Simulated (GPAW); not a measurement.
Worked example: self-consistent single point of TiMo (P1, 2 atoms in the cell) in GPAW.

Method: PBEsol, GPAW PAW datasets PBEsol (made by gpaw-setup) (plane waves; GPAW).

The change in words: lattice scaled by 0.98. Reference geometry:
```
CELL_PARAMETERS angstrom
      1.59357    -2.36043     0.00000
      1.59357     2.36043     0.00000
      0.00000     0.00000     4.25072
ATOMIC_POSITIONS crystal
  Ti 0.50022 0.49858 0.49666
  Mo 0.99978 0.00142 0.00334
```

Reference input (self-consistent single point, DFT PBEsol, plane waves, GPAW PAW datasets PBEsol (made by gpaw-setup)): mode = pw; ecut = 850 eV; xc = PBEsol; kpts = 10 10 6; mesh shift (steps) = 0 0 0; occupations.name = methfessel-paxton; occupations.width = 0.136 eV; occupations.order = 0; nbands = -10; convergence.forces = 0.001 eV/Å; symmetry.symmorphic = false; symmetry.tolerance = 0.0005. This run's input differs from it in these lines:

```diff
@@ -5,5 +5,5 @@
 atoms = Atoms(['Ti', 'Mo'],
-              cell=[[1.593570, -2.360425, 0.000000],
-                    [1.593570, 2.360425, 0.000000],
-                    [0.000000, 0.000000, 4.250720]],
+              cell=[[1.561699, -2.313216, 0.000000],
+                    [1.561699, 2.313216, 0.000000],
+                    [0.000000, 0.000000, 4.165706]],
               scaled_positions=[[0.500224, 0.498581, 0.496659],
```

Log, with long lists cut:

```
     iter     time        total  log10-change:
                         energy   eigst   dens  force
iter:   1 --:--:--   -21.207386
iter:   2 --:--:--   -20.510124   -0.83  -1.18
iter:   3 --:--:--   -20.030959   -1.85  -1.28
iter:   4 --:--:--   -19.558737   -1.33  -1.37
iter:   5 --:--:--   -19.590406   -1.39  -1.63
iter:   6 --:--:--   -19.534984   -2.76  -1.83
iter:   7 --:--:--   -19.472294   -2.07  -1.98
iter:   8 --:--:--   -19.468008   -3.38  -2.31
iter:   9 --:--:--   -19.468455c  -4.19  -2.80
iter:  10 --:--:--   -19.467053c  -4.30  -2.85
iter:  11 --:--:--   -19.467008c  -5.58  -3.43
iter:  12 --:--:--   -19.466988c  -6.06  -3.52
iter:  13 --:--:--   -19.466996c  -5.91  -3.66
iter:  14 --:--:--   -19.466994c  -7.61c -3.70
iter:  15 --:--:--   -19.466997c  -5.88  -3.74
iter:  16 --:--:--   -19.466994c  -7.01  -4.17c
iter:  17 --:--:--   -19.466994c  -7.80c -4.19c
iter:  18 --:--:--   -19.466993c  -7.09  -4.26c
iter:  19 --:--:--   -19.466994c  -8.27c -4.60c -2.58
iter:  20 --:--:--   -19.466994c  -9.09c -4.70c -3.28c
Converged after 20 iterations.

Dipole moment: (-0.038264, -0.077348, -0.404056) |e|*Ang

Energy contributions relative to reference atoms: (reference = -133272.458882)

Kinetic:         -2.548125
Potential:       -0.571198
External:        +0.000000
XC:             -16.072044
Entropy (-ST):   -0.017876
Local:           -0.266689
SIC:             +0.000000
--------------------------
Free energy:    -19.475932
Extrapolated:   -19.466994

Showing only first 2 kpts
 Kpt  Band  Eigenvalues  Occupancy
  0    11     11.05730    2.00000
  0    12     11.52951    1.31996
  0    13     12.69226    0.00000
  0    14     14.04064    0.00000

  1    11     11.35662    1.97291
  1    12     11.64079    0.45647
  1    13     12.51534    0.00000
  1    14     13.37120    0.00000

Fermi level: 11.56917

No gap
No difference between direct/indirect transitions
Energy (eV): -19.466994

Forces in eV/Ang:
  0 Ti    0.02474    0.02728    0.19482
  1 Mo   -0.02473   -0.02728   -0.19448

Stress tensor:
    -0.030622     0.000012    -0.000047
     0.000012    -0.021081    -0.000074
    -0.000047    -0.000074    -0.039057
Stress (GPa, Voigt): [-4.9061e+00 -3.3775e+00 -6.2577e+00 -1.1800e-02 -7.5000e-03  1.9000e-03]
```

The run converged in 20 iterations. GPAW prints stress with tension positive. Against the reference run the free energy goes down by 5.1 meV/atom, the pressure goes from -6.29 to 4.85 GPa and the largest force goes from 0.150 to 0.198 eV/Å.

The starting cell comes from a database of computed structures (which also holds hypothetical and non-ambient phases and stackings), without a prior relaxation at this level. Its atoms were displaced at random from the sites of space group no. 65. For this run, on top of that: lattice scaled by 0.98. Spin polarisation is off. With a pressure of about 5 GPa the cell is away from its equilibrium volume at this level.

Cost on one core of a shared machine: roughly 7 min.
